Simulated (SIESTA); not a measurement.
Band structure of Li2Se (Fm-3m, 3 atoms in the cell).

```
CELL_PARAMETERS angstrom
      0.00000     2.97605     2.97605
      2.97605     0.00000     2.97605
      2.97605     2.97605     0.00000
ATOMIC_POSITIONS crystal
  Li 0.75000 0.75000 0.75000
  Li 0.25000 0.25000 0.25000
  Se 0.00000 0.00000 0.00000
```

Method of the run: GGA PBE, numerical atomic orbitals DZP, PseudoDojo PBE standard norm-conserving potentials (rewritten from UPF to PSML) (SIESTA 5.4.2).

Settings: XC.functional = GGA; XC.authors = PBE; potentials = PseudoDojo PBE standard; PAO.BasisSize = DZP; PAO.EnergyShift = 0.01 Ry; MeshCutoff = 400 Ry; kgrid.MonkhorstPack = 7 7 7; OccupationFunction = FD; ElectronicTemperature = 10 meV; PAO.Polarization.NonPerturbative = true; MaxSCFIterations = 150; SCF.Mixer.Method = Pulay; SCF.Mixer.Weight = 0.2; SCF.Mixer.History = 6.

The starting cell comes from a database of computed structures (which also holds hypothetical and non-ambient phases and stackings), without a prior relaxation at this level. Values carry the incompleteness of an atom-centred basis.

Q: Predict the gap along the standard path and the places of the band edges.

A: The gap along the path is 3.18 eV, from Γ to X; the smallest direct gap on it is 3.60 eV.

Levels in eV from the top of the valence band on the path, bands 8 to 12:
| point | 8 | 9 | 10 | 11 | 12 |
|---|---|---|---|---|---|
| Γ | -11.44 | 0.00 | 0.00 | 0.00 | 3.60 |
| X | -10.89 | -2.40 | -1.51 | -1.51 | 3.18 |
| W | -10.91 | -2.01 | -2.01 | -1.81 | 5.37 |
| K | -10.92 | -2.19 | -2.18 | -1.23 | 4.37 |
| L | -11.05 | -3.07 | -0.55 | -0.55 | 5.54 |
| U | -10.92 | -2.19 | -2.18 | -1.23 | 4.37 |

Higher empty bands are left out: an atom-centred basis made for the valence describes them poorly.
